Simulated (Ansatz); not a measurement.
CrAgS2 (R3m, No. 160, 4 atoms in the cell; start mp-4182) was calculated with PBEsol in Ansatz (plane waves, PAW).

Settings: plane-wave cutoff 500 eV, 14×14×14 k mesh, Fermi–Dirac smearing 0.05 eV, spin-polarised start, scalar-relativistic PAW data made under PBE.

Cell (relaxed at this level):

```
AgCrS2
1.0
    1.73797     1.00342     6.66344
   -1.73797     1.00342     6.66344
    0.00000    -2.00683     6.66344
Cr Ag S
1 1 2
Direct
  0.00098   0.00098   0.00098
  0.15353   0.15353   0.15353
  0.73409   0.73409   0.73409
  0.27279   0.27279   0.27279
```

### Question
Give the computed band gap.

### Answer

- band gap = 0.50 eV (on the SCF k mesh)

Note: the magnetic order was assumed, not searched for or taken from measurement; the relaxation could not lower the start's symmetry, so the cell can be a saddle point above a distorted one.

Spin–orbit coupling is not included.

Computed values are for the static lattice.

A start named mp-… is a Materials Project structure, which need not be a measured phase.

Ansatz is a first-principles code.
